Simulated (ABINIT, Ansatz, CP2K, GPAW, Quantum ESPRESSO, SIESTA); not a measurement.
**Te3Au (P4/mmm, 4 atoms in the cell) computed with different codes at matched settings**

Self-consistent single point.

```
CELL_PARAMETERS angstrom
      3.10260     0.00000     0.00000
      0.00000     3.10260     0.00000
      0.00000     0.00000    12.93947
ATOMIC_POSITIONS crystal
  Te 0.00000 0.00000 0.20249
  Te 0.00000 0.00000 0.79751
  Te 0.00000 0.00000 0.50000
  Au 0.00000 0.00000 0.00000
```

All programs got the same cell, k-point mesh and kind of occupations (in Ansatz's words: kpoints.mp_grid.grid = 7 7 2; scf.occupations.method = gaussian; scf.occupations.width = 0.1 eV); potentials, basis and cutoffs are each program's usual ones.

```csv
code,model,pressure (GPa),largest force (eV/Å),k-points,cutoff
Quantum ESPRESSO,"PBEsol, GBRV 1.5 ultrasoft (PBESOL) pseudopotentials",-1.70,0.022,20,40 Ry
Ansatz,"PBEsol, PAW files made with PBE",-1.89,0.136,20,default
ABINIT,"PBEsol, norm-conserving pseudopotentials (PseudoDojo nc-sr-04 PBEsol standard)",-1.95,0.138,20,41 Ha
SIESTA,"GGA PBEsol, numerical atomic orbitals DZP, PseudoDojo PBEsol standard norm-conserving potentials (rewritten from UPF to PSML)",-0.52,0.214,53,grid 300 Ry
CP2K,"PBEsol, GPW, DZVP-MOLOPT-SR-GTH basis, GTH-PBE potentials (GTH_POTENTIALS)",0.84,0.483,50,grid 500 Ry
GPAW,"PBEsol, GPAW PAW datasets PBEsol (made by gpaw-setup)",-2.02,0.092,20,550 eV
```

The spread over the programs that give each value: pressure within 2.86 GPa; largest force within 0.461 eV/Å.

The starting cell comes from a database of computed structures (which also holds hypothetical and non-ambient phases and stackings), without a prior relaxation at this level. On Ansatz's run: Spin-orbit coupling is off.

Why do the programs differ, and what cannot be compared?

Differences of this kind can come from the potentials, where these differ, and from what each basis and cutoff leave unconverged. The valence holds different numbers of electrons (Quantum ESPRESSO 29, Ansatz (a quantum-chemistry and plane-wave program) 67, ABINIT 67, SIESTA 67, CP2K 29, GPAW 29). The zero of total energies and Fermi levels follows the potentials and each program's conventions, so they are not compared here. SIESTA and CP2K use small atom-centred bases, whose incompleteness enters pressures, forces and empty levels differently from a plane-wave cutoff. Ansatz's pressure is given at a fixed set of plane waves, as the other plane-wave codes print theirs; with its correction for the finite basis it is -1.86 GPa. The programs reduce the same mesh by symmetry to different extents, which changes the work and not the result. In the pressure, SIESTA (by 1.40) and CP2K (by 2.75) lie more than 1 GPa from the median of the plane-wave programs. In the force vectors, Quantum ESPRESSO (by 0.137), SIESTA (by 0.328) and CP2K (by 0.597) lie more than 0.08 eV/Å from the median of the plane-wave programs.

Left out of this page: Elk (not drawn, or without a comparable value); FLEUR (with a known weakness of the program).

Keys are those of Ansatz 0.2.
